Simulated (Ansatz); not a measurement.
Double-hcp La, treated with PBE (Ansatz, an electronic-structure program, PAW).

Numerical settings: plane-wave cutoff 520 eV, 18×18×6 k mesh (along the axes of the cell as run), Fermi–Dirac smearing 0.05 eV, scalar-relativistic PAW data made under PBE.

Shape and atoms are relaxed at each volume.

Pressure at four volumes; x = ln(V/37.130 Å³). One pressure is withheld.

```csv
V (Å³/atom),x,P (GPa)
35.645,-0.0408,?
36.388,-0.0202,0.518
37.130,0.0000,0.001
38.616,0.0392,-0.934
```

**Question.** Pass a parabola P(x) through the three rows shown, estimate the bulk modulus and its pressure derivative near zero pressure, and predict the withheld pressure.

**Answer.** Slopes between the rows: (0.001 − (0.518))/(0.0000 − (-0.0202)) = -25.59 and (-0.934 − (0.001))/(0.0392 − (0.0000)) = -23.85 GPa. Their difference over the span 0.0594 is c = 1.74/0.0594 = 29.3 GPa, so P(x) = 0.518 + (-25.59)(x − (-0.0202)) + 29.3 (x − (-0.0202))(x − (0.0000)). At the middle row B = −dP/dx = −[-25.59 + 29.3 × 0.0202] = 25.0 GPa, and B′ = dB/dP = 2c/B = 2.3. At x = -0.0408 the parabola gives 1.070 GPa; the run gives 1.073 GPa. The Birch–Murnaghan fit to the energies at all volumes has B0 = 25.0 GPa and B′ = 2.4.

Measured, for comparison: bulk modulus 27.9 GPa (room temperature, no zero-point or thermal correction; as tabulated in Wikipedia's data pages). Computed less measured: bulk modulus -10 %.

Spin–orbit coupling is not included.
